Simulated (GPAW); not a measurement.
# Worked example: self-consistent single point of MoW (Cmmm, 2 atoms in the cell) in GPAW

Computed with LDA (Perdew-Wang 92), GPAW PAW datasets LDA (gpaw-data 1.0.1) (plane waves; GPAW).

This input was run:

```python
from ase import Atoms
from ase.units import GPa
from gpaw import GPAW

atoms = Atoms(['Mo', 'W'],
              cell=[[1.561913, -2.209723, 0.000000],
                    [1.561913, 2.209723, 0.000000],
                    [0.000000, 0.000000, 4.437238]],
              scaled_positions=[[0.000000, 0.000000, 0.000000],
                                [0.500000, 0.500000, 0.500000]],
              pbc=True)

calc = GPAW(mode={'name': 'pw', 'ecut': 600},
            xc='LDA',
            kpts={'size': (10, 10, 6), 'gamma': True},
            occupations={'name': 'fermi-dirac', 'width': 0.136},
            nbands=-10,
            convergence={'density': 1e-05, 'energy': 1e-05},
            symmetry={'symmorphic': False, 'tolerance': 0.0005},
            maxiter=120)

atoms.calc = calc

energy = atoms.get_potential_energy()
print('Energy (eV):', round(energy, 6))
forces = atoms.get_forces()
print('Forces (eV/Ang):')
print(forces.round(5))
stress = atoms.get_stress()
print('Stress (GPa, Voigt):', (stress / GPa).round(4))
```

Log, with long lists cut:

```
Input parameters:
  convergence: {density: 1e-05,
                energy: 1e-05}
  kpts: {gamma: True,
         size: (10, 10, 6)}
  maxiter: 120
  mode: {ecut: 600,
         name: pw}
  nbands: -10
  occupations: {name: fermi-dirac,
                width: 0.136}
  symmetry: {symmorphic: False,
             tolerance: 0.0005}

species:
  Mo:
    name: Molybdenum
    Z: 42.0
    valence: 14
    core: 28
    charge: 0.0
    file: Mo.LDA.gz

    # Using partial waves for Mo as LCAO basis

  W:
    name: Tungsten
    Z: 74.0
    valence: 14
    core: 60
    charge: 0.0
    file: W.LDA.gz

    # Using partial waves for W as LCAO basis

Reference energy: -548535.919251  # eV

Spin-paired calculation

Convergence criteria:
 Maximum [total energy] change in last 3 cyles: 1e-05 eV / valence electron
 Maximum integral of absolute [dens]ity change: 1e-05 electrons / valence electron
 Maximum integral of absolute [eigenst]ate change: 4e-08 eV^2 / valence electron
 Maximum number of scf [iter]ations: 120

Symmetries present (total): 8
Symmetries with fractional translations: 0
600 k-points: 10 x 10 x 6 Monkhorst-Pack grid + [1/20,1/20,1/12]
124 k-points in the irreducible part of the Brillouin zone
       k-points in crystal coordinates                weights
   0:     0.00000000    0.00000000    0.00000000          1/600
   1:     0.00000000    0.00000000    0.16666667          2/600
   2:     0.00000000    0.00000000    0.33333333          2/600
   [... 7 lines left out ...]
          ...
 123:     0.50000000    0.50000000    0.50000000          1/600

Wave functions: Plane wave expansion
  Cutoff energy: 600.000 eV
  Number of coefficients (min, max): 999, 1043
  Pulay-stress correction: 0.000000 eV/Ang^3 (de/decut=0.000000)

Occupation numbers: Fermi-Dirac:
  width: 0.1360  # eV

Eigensolver

Densities:
  Coarse grid: 16*16*27 grid
  Fine grid: 32*32*54 grid
  Total Charge: 0.000000

Density mixing:
  Method: separate
  Backend: pulay
  Linear mixing parameter: 0.05
  old densities: 5
  Damping of long wavelength oscillations: 50

Hamiltonian:
  XC and Coulomb potentials evaluated on a 32*32*54 grid
  External potential:
    NoExternalPotential

Number of atoms: 2
Number of atomic orbitals: 26
Number of bands in calculation: 24
Number of valence electrons: 28
Bands to converge: occupied

Density initialized from atomic densities
  24 bands from LCAO basis set

Atomic positions and initial magnetic moments

Positions:
   0 Mo     0.000000    0.000000    0.000000    ( 0.0000,  0.0000,  0.0000)
   1 W      1.561913    0.000000    2.218619    ( 0.0000,  0.0000,  0.0000)

Unit cell:
           periodic     x           y           z      points  spacing
  1. axis:    yes    1.561913   -2.209723    0.000000    16     0.1594
  2. axis:    yes    1.561913    2.209723    0.000000    16     0.1594
  3. axis:    yes    0.000000    0.000000    4.437238    27     0.1643

  Lengths:   2.706002   2.706002   4.437238
  Angles:   90.000000  90.000000 109.491867

Effective grid spacing dv^(1/3) = 0.1643

     iter     time        total  log10-change:
                         energy   eigst   dens
iter:   1 --:--:--   -26.991150
iter:   2 --:--:--   -26.504755   -1.01  -1.21
iter:   3 --:--:--   -25.848938   -1.80  -1.26
iter:   4 --:--:--   -25.423455   -1.88  -1.37
iter:   5 --:--:--   -25.377635   -1.74  -1.62
iter:   6 --:--:--   -25.333043   -2.43  -2.04
iter:   7 --:--:--   -25.327562   -3.57  -2.45
iter:   8 --:--:--   -25.327490   -5.69  -3.00
iter:   9 --:--:--   -25.327352c  -4.37  -3.04
iter:  10 --:--:--   -25.327255c  -5.97  -3.58
iter:  11 --:--:--   -25.327243c  -6.95  -3.84
iter:  12 --:--:--   -25.327244c  -7.82c -3.87
iter:  13 --:--:--   -25.327233c  -6.83  -3.96
iter:  14 --:--:--   -25.327259c  -6.35  -4.02
iter:  15 --:--:--   -25.327240c  -6.82  -3.99
iter:  16 --:--:--   -25.327237c  -7.65c -4.63
iter:  17 --:--:--   -25.327238c  -8.78c -5.01c

Converged after 17 iterations.

Dipole moment: (-0.000000, 0.000000, -0.000000) |e|*Ang

Energy contributions relative to reference atoms: (reference = -548535.919251)

Kinetic:         -2.621422
Potential:       -3.542352
External:        +0.000000
XC:             -18.832992
Entropy (-ST):   -0.080469
Local:           -0.290238
SIC:             +0.000000
--------------------------
Free energy:    -25.367473
Extrapolated:   -25.327238

Showing only first 2 kpts
 Kpt  Band  Eigenvalues  Occupancy
  0    12     12.86629    1.99994
  0    13     12.93607    1.99989
  0    14     15.52047    0.00021
  0    15     15.86619    0.00002

  1    12     12.82003    1.99996
  1    13     13.24585    1.99897
  1    14     14.58333    0.18913
  1    15     15.75401    0.00004

Fermi level: 14.27610

No gap
No difference between direct/indirect transitions
Energy (eV): -25.327238

Forces in eV/Ang:
  0 Mo    0.00000    0.00000    0.00000
  1 W     0.00000    0.00000    0.00000

Stress tensor:
     0.011378     0.000000     0.000000
     0.000000     0.015039     0.000000
     0.000000     0.000000     0.018619
Stress (GPa, Voigt): [1.8229 2.4096 2.9832 0.     0.     0.    ]
```

The run converged in 17 iterations. GPAW prints stress with tension positive.

The starting cell comes from a database of computed structures (which also holds hypothetical and non-ambient phases and stackings), without a prior relaxation at this level. Its lattice was rescaled by a random factor within 2.5 % of one. Spin-orbit coupling is off. Spin polarisation is off.

Cost on one core of a shared machine: roughly 2 min.
